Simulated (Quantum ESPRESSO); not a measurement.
A user runs Quantum ESPRESSO on a sheet of MgI2 (3 atoms in the cell) and asks whether the run is sound. The aim is a self-consistent single point with DFT, PBE, plane waves, GBRV 1.5 ultrasoft (PBE) pseudopotentials.

Cell that was meant: a = 4.0047 Å, b = 4.0047 Å, c = 17.3351 Å, α = 90.00°, β = 90.00°, γ = 120.00°.

Part of the input:

```fortran
    mixing_beta = 0.4,
/
ATOMIC_SPECIES
Mg    24.3050  i_pbe_v1.uspp.F.UPF
I    126.9045  mg_pbe_v1.4.uspp.F.UPF
ATOMIC_POSITIONS {alat}
Mg  0.0000000000    0.0000000000    2.1643208790
I   0.0000000000    0.5773502692    2.5807145729
I   0.5000000000    0.2886751346    1.7479271851
K_POINTS {automatic}
5 5 1  0 0 0
```

Output (repeated stretches shortened):

```
     G-vector sticks info
     --------------------
     sticks:   dense  smooth     PW     G-vecs:    dense   smooth      PW
   [... lines left out ...]
        k(    3) = (   0.0000000   0.4618802   0.0000000), wk =   0.4800000
        k(    4) = (   0.2000000   0.3464102   0.0000000), wk =   0.4800000
        k(    5) = (   0.2000000   0.5773503   0.0000000), wk =   0.4800000

     Dense  grid:    77487 G-vectors     FFT dimensions: (  36,  36, 150)

     Smooth grid:    55655 G-vectors     FFT dimensions: (  32,  32, 135)

     Initial potential from superposition of free atoms

     starting charge      26.3994, renormalised to      27.0000

     negative rho (up, down):  5.009E-04 0.000E+00
     Self-consistent Calculation

     iteration #  1     ecut=    40.00 Ry     beta= 0.40

     negative rho (up, down):  1.429E-04 0.000E+00

     total energy              =    -316.14743189 Ry
     estimated scf accuracy    <       0.30049231 Ry

     iteration #  2     ecut=    40.00 Ry     beta= 0.40

     negative rho (up, down):  9.376E-05 0.000E+00

     total energy              =    -316.17872617 Ry
     estimated scf accuracy    <       0.05481328 Ry

     iteration #  3     ecut=    40.00 Ry     beta= 0.40

     negative rho (up, down):  6.461E-05 0.000E+00

     total energy              =    -316.18391042 Ry
     estimated scf accuracy    <       0.00974937 Ry

   [... 8 blocks of this kind left out ...]

     iteration # 12     ecut=    40.00 Ry     beta= 0.40

     negative rho (up, down):  2.656E-05 0.000E+00

     total energy              =    -316.18524432 Ry
     estimated scf accuracy    <          1.1E-10 Ry

     iteration # 13     ecut=    40.00 Ry     beta= 0.40

     negative rho (up, down):  2.616E-05 0.000E+00
     End of self-consistent calculation

     the Fermi energy is    -0.5377 ev

!    total energy              =    -316.18524432 Ry
     estimated scf accuracy    <          1.9E-12 Ry
     smearing contrib. (-TS)   =      -0.00766672 Ry
     internal energy E=F+TS    =    -316.17757760 Ry

     convergence has been achieved in  13 iterations

     negative rho (up, down):  2.616E-05 0.000E+00

     Forces acting on atoms (cartesian axes, Ry/au):

     atom    1 type  1   force =     0.00000000    0.00000000    0.00000000
     atom    2 type  2   force =     0.00000000   -0.00000000    0.07327881
     atom    3 type  2   force =    -0.00000000   -0.00000000   -0.07327881

     Total force =     0.103632     Total SCF correction =     0.000007

     negative rho (up, down):  2.616E-05 0.000E+00
          total   stress  (Ry/bohr**3)                   (kbar)     P=       24.42
   0.00010678  -0.00000000   0.00000000           15.71       -0.00        0.00
  -0.00000000   0.00010678  -0.00000000           -0.00       15.71       -0.00
   0.00000000  -0.00000000   0.00028448            0.00       -0.00       41.85

   JOB DONE.
```

### Question
Is anything amiss in this input, and did it matter?

### Answer
The run is not sound. The fault is potential files assigned to the wrong elements. Each file describes one element; swapped files give the atoms the wrong cores and charges. To fix it, match the files to the elements. The run converged in 13 iterations without an error; against the sound input the largest force goes from 0.420 to 1.884 eV/Å and no clean gap remains on the mesh (levels overlap or are partly filled), against 3.81 eV before.

The sound input it was made from differs as follows (other fixes are possible):
```diff
-Mg    24.3050  i_pbe_v1.uspp.F.UPF
-I    126.9045  mg_pbe_v1.4.uspp.F.UPF
+Mg    24.3050  mg_pbe_v1.4.uspp.F.UPF
+I    126.9045  i_pbe_v1.uspp.F.UPF
-Mg  0.0000000000    0.0000000000    2.1643208790
-I   0.0000000000    0.5773502692    2.5807145729
-I   0.5000000000    0.2886751346    1.7479271851
+Mg    0.0000000000    0.0000000000    2.1643208790
+I     0.0000000000    0.5773502692    2.5807145729
+I     0.5000000000    0.2886751346    1.7479271851
```

With that input, the run converged in 10 iterations: free energy E − TS -3494.6368 eV; top of the valence band (on the code's own zero) -2.10 eV; gap on the k-point mesh 3.81 eV; pressure averaged over the cell with its vacuum 1.47 GPa; largest force (vector length) 0.420 eV/Å (DFT, PBE, plane waves, GBRV 1.5 ultrasoft (PBE) pseudopotentials).

On the sound input: the starting cell was generated: these elements placed on a structure prototype, without a prior relaxation; it need not be a known phase or ordering of this composition. Its lattice was rescaled in the plane by a random factor within 2.5 % of one. Spin-orbit coupling is off.
